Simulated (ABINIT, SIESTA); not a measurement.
An ABINIT input for a self-consistent single point of SrAg5 (P6/mmm, 6 atoms in the cell) (DFT, PBEsol, plane waves, norm-conserving pseudopotentials (PseudoDojo nc-sr-04 PBEsol standard)):

```
# SrAg5, PseudoDojo nc-sr-04 PBEsol standard
pp_dirpath "./"
pseudos "Sr.upf, Ag.upf"
acell 3*1.0 Angstrom
rprim
         5.5962410741   -0.0000002672    0.0000000000
        -2.7981203056    4.8464870694    0.0000000000
         0.0000000000    0.0000000000    4.5128020000
natom 6
ntypat 2
znucl 38 47
typat 1 2 2 2 2 2
xcart
         0.0000000000    0.0000000000    0.0000000000
         5.2876816244    3.0528440727    0.0000000000
         0.0000002915    6.1056886502    0.0000000000
         5.2876814787   -0.0000002525    4.2639799173
         2.6438409580    4.5792663614    4.2639799173
        -2.6438405207    4.5792666139    4.2639799173
ecut 1116 eV
ixc -116133
occopt 3
tsmear 0.00183747
nband 66
kptopt 1
ngkpt 5 5 5
nshiftk 1
shiftk 0 0 0
nstep 80
tolvrs 1.0e-11
prtwf 0
prtden 0
```

**Question.** Write the same calculation as an input for SIESTA.

**Answer.** One input that does it (others would too):

```
# files in the folder: Sr.psml Ag.psml (PseudoDojo PBEsol standard)
SystemName  SrAg5
SystemLabel SrAg5

NumberOfAtoms                6
NumberOfSpecies              2
%block ChemicalSpeciesLabel
  1 38 Sr
  2 47 Ag
%endblock ChemicalSpeciesLabel
LatticeConstant              1.0 Ang
%block LatticeVectors
     5.596241000    0.000000000    0.000000000
    -2.798120000    4.846487000    0.000000000
     0.000000000    0.000000000    4.512802000
%endblock LatticeVectors
AtomicCoordinatesFormat      ScaledCartesian
%block AtomicCoordinatesAndAtomicSpecies
     0.000000000    0.000000000    0.000000000  1
     2.798123465    1.615494051    0.000000000  2
    -0.000002465    3.230992949    0.000000000  2
     2.798120500    0.000000000    2.256401000  2
     1.399060500    2.423243500    2.256401000  2
    -1.399060000    2.423243500    2.256401000  2
%endblock AtomicCoordinatesAndAtomicSpecies

XC.functional                GGA
XC.authors                   PBEsol
PAO.BasisSize                DZP
PAO.EnergyShift              0.01 Ry
MeshCutoff                   350 Ry
%block kgrid.MonkhorstPack
    5   0   0  0.0
    0   5   0  0.0
    0   0   5  0.0
%endblock kgrid.MonkhorstPack
OccupationFunction           FD
ElectronicTemperature        580.23 K

MaxSCFIterations             150
SCF.Mixer.Method             Pulay
SCF.Mixer.Weight             0.2
SCF.Mixer.History            6
SCF.DM.Tolerance             1.0E-04
Diag.ParallelOverK           true
WriteForces                  true
```

Basis settings and potentials, where a program has them, do not carry over. This input uses DFT, GGA PBEsol, numerical atomic orbitals DZP, PseudoDojo PBEsol standard norm-conserving potentials (rewritten from UPF to PSML). Both were run: pressure 1.93 GPa in ABINIT and 2.15 in SIESTA.

On SIESTA: the starting cell comes from a database of computed structures (which also holds hypothetical and non-ambient phases and stackings), without a prior relaxation at this level. For this run, on top of that: lattice scaled by 0.98. Values carry the incompleteness of an atom-centred basis.

On ABINIT: the starting cell comes from a database of computed structures (which also holds hypothetical and non-ambient phases and stackings), without a prior relaxation at this level. For this run, on top of that: lattice scaled by 0.98.
